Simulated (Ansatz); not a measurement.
# Effect of biaxial strain +1.59 %, plane normal [001], relaxed out of plane on TaSi2

The reference is TaSi2 (space group P6_222, No. 180; a = 4.803 Å, c = 6.603 Å). Axes: x lies along a and z along c of the hexagonal cell.

Perturbation: tensile biaxial strain of 1.59 % in the plane normal to [001], as in epitaxy on a mismatched substrate; the out-of-plane cell vector and the atoms relax.

Method: Ansatz (a program for electronic structure), PBE, PAW, cutoff 420 eV, without spin-orbit coupling. k-mesh 11×11×7 (Γ-centred); smearing 0.05 eV (Fermi–Dirac).

- Space group: P6_222 (No. 180) (base P6_222 (No. 180))
- Shortest interatomic distance: 2.566 Å (base 2.568 Å)
- Pressure (mean of the normal stresses, compression positive): -3.9 GPa (base 0.0 GPa)
- Band gap: zero (base zero)
- Out-of-plane strain: -0.59 % (rough)
- Mean in-plane stress (compression positive): -5.9 GPa (rough)

Final structure (turned so that z lies along the plane normal):

```yaml
crystal:
  lattice:
    - [4.87935, 0.00000, 0.00000]
    - [2.43968, 4.22564, 0.00000]
    - [0.00000, 0.00000, 6.56475]
  atoms:
    - { symbol: Ta, position: [0.50000, 0.50000, 0.00000] }
    - { symbol: Ta, position: [0.50000, 0.00000, 0.33333] }
    - { symbol: Ta, position: [0.00000, 0.50000, 0.66667] }
    - { symbol: Si, position: [0.15855, 0.15855, 0.00000] }
    - { symbol: Si, position: [0.84145, 0.31711, 0.33333] }
    - { symbol: Si, position: [0.68289, 0.15855, 0.66667] }
    - { symbol: Si, position: [0.84145, 0.84145, 0.00000] }
    - { symbol: Si, position: [0.15855, 0.68289, 0.33333] }
    - { symbol: Si, position: [0.31711, 0.84145, 0.66667] }
```

Without a gap, meshes like the base's 11×11×7 leave anisotropic stresses uncertain by several tenths of a GPa, and small strain energies with them. Stability against distortions was not tested. All final runs are without spin polarisation. An odd electron count without spin: TaSi2.
